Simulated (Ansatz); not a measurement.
**HfC (P6₃/mmc, No. 194, 4 atoms in the cell; start mp-1096993; a measured phase of this formula has another space group)**

Computed with r²SCAN+rVV10 in Ansatz (PAW).

Settings: plane-wave cutoff 560 eV, 18×18×12 k mesh (along the axes of the cell as run), Fermi–Dirac smearing 0.05 eV, scalar-relativistic PAW data made under PBE.

Cell (relaxed at this level):

HfC is taken in the hexagonal space group P6₃/mmc (No. 194), the NiAs type structure, Pearson symbol hP4. Cell: a = b = 3.304 Å, c = 5.231 Å, α = β = 90.00°, γ = 120.00°. Hf on 2c has 6 C at 2.313 Å. C on 2a sees 6 Hf at 2.313 Å (octahedral). (Neighbours: up to the widest gap in distance over summed covalent radii, below 1.35, at either atom; cation-cation and far metal-metal contacts left out.)

- band gap = none

Note: the relaxation could not lower the start's symmetry, so the cell can be a saddle point above a distorted one.

Spin–orbit coupling is not included; it can open a gap where bands touch, and shift volumes and moduli.

Computed values are for the static lattice.

A start named mp-… is a Materials Project structure, which need not be a measured phase.

Ansatz is an electronic-structure program.
